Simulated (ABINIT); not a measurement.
Worked example: self-consistent single point of Na2Cl (P4/mmm, 6 atoms in the cell) in ABINIT.

Level of theory: LDA (PW92), PAW (JTH v2.0 LDA PAW) (plane waves; ABINIT).

The change in words: lattice scaled by 0.98. Reference geometry:
```
CELL_PARAMETERS angstrom
      3.56747     0.00000     0.00000
      0.00000     3.56747     0.00000
      0.00000     0.00000    12.63287
ATOMIC_POSITIONS crystal
  Na 0.00000 0.00000 0.22690
  Na 0.00000 0.00000 0.77310
  Na 0.00000 0.00000 0.50000
  Na 0.50000 0.50000 0.00000
  Cl 0.50000 0.50000 0.35918
  Cl 0.50000 0.50000 0.64082
```

Reference input (self-consistent single point, DFT, LDA (PW92), plane waves, PAW (JTH v2.0 LDA PAW)): pseudos = [Na.LDA_PW-JTH.xml, Cl.LDA_PW-JTH.xml]; ecut = 30 Ha; pawecutdg = 60 Ha; occopt = 3; tsmear = 0.00499791 Ha; ngkpt = 8 8 2; nshiftk = 1; shiftk = 0 0 0; potentials = JTH v2.0 LDA PAW; nband = 33; kptopt = 1; nstep = 60. This run's input differs from it in these lines:

```diff
@@ -3,3 +3,3 @@
 pseudos "Na.LDA_PW-JTH.xml, Cl.LDA_PW-JTH.xml"
-acell 6.7415393681 6.7415393681 23.8726569091
+acell 6.6067092988 6.6067092988 23.3952043756
 rprim
```

Output, abridged:

```
--- !BeginCycle
solver: {iscf: 17, nstep: 60, nline: 4, wfoptalg: 10, }
tolerances: {tolvrs: 1.00E-12, }
...

     iter   Etot(hartree)      deltaE(h)  residm     nres2
 ETOT  1  -221.82696806176    -2.218E+02 3.408E+00 1.121E+01
 ETOT  2  -222.79000689229    -9.630E-01 9.274E-01 1.760E+01
 ETOT  3  -222.75290099649     3.711E-02 4.359E-01 4.756E+00
 ETOT  4  -222.73883623955     1.406E-02 5.232E-02 1.720E-01
 ETOT  5  -222.73883788924    -1.650E-06 6.713E-02 1.015E-01
   [... 18 lines left out ...]
 ETOT 24  -222.73839939783     2.558E-12 3.020E-04 2.333E-11
 ETOT 25  -222.73839939783    -1.677E-12 3.045E-04 3.556E-12
 ETOT 26  -222.73839939783     1.137E-13 1.698E-04 1.535E-12
 ETOT 27  -222.73839939783     2.444E-12 2.512E-04 9.140E-13
 At SCF step   27       nres2   =  9.14E-13 < tolvrs=  1.00E-12 =>converged.

 Cartesian components of stress tensor (hartree/bohr^3)
  sigma(1 1)=  5.53661179E-05  sigma(3 2)=  0.00000000E+00
  sigma(2 2)=  5.53661179E-05  sigma(3 1)=  0.00000000E+00
  sigma(3 3)=  3.19565338E-05  sigma(2 1)=  0.00000000E+00

 ----iterations are completed or convergence reached----

 reduced coordinates (array xred) for    6 atoms
       0.000000000000      0.000000000000      0.226900000000
       0.000000000000      0.000000000000      0.773100000000
       0.000000000000      0.000000000000      0.500000000000
       0.500000000000      0.500000000000      0.000000000000
       0.500000000000      0.500000000000      0.359180000000
       0.500000000000      0.500000000000      0.640820000000
 cartesian forces (eV/Angstrom) at end:
   [... lines left out ...]
 Fermi (or HOMO) energy (hartree) =   0.08067   Average Vxc (hartree)=  -0.29463
   [... lines left out ...]
'-kT*entropy'       : -2.42575320354060E-03
total_energy        : -2.22738399225368E+02
total_energy_eV     : -6.06102008168343E+03
...

-Cartesian components of stress tensor (GPa)         [Pressure= -1.3993E+00 GPa]
- sigma(1 1)=  1.62892715E+00  sigma(3 2)=  0.00000000E+00
- sigma(2 2)=  1.62892715E+00  sigma(3 1)=  0.00000000E+00
- sigma(3 3)=  9.40193527E-01  sigma(2 1)=  0.00000000E+00

 Calculation completed.
```

The run converged in 27 iterations. 

The starting cell comes from a database of computed structures (which also holds hypothetical and non-ambient phases and stackings), without a prior relaxation at this level. Its lattice was rescaled by a random factor within 2.5 % of one. For this run, on top of that: lattice scaled by 0.98. The run gives no clean gap (levels at the Fermi energy touch, overlap or are partly filled at this smearing), which alone does not show that the compound is a metal.

These are the values that this program gave, and no reference: the one-centre exchange-correlation terms come from a truncated expansion.

Cost on one core of a shared machine: roughly 7 min.
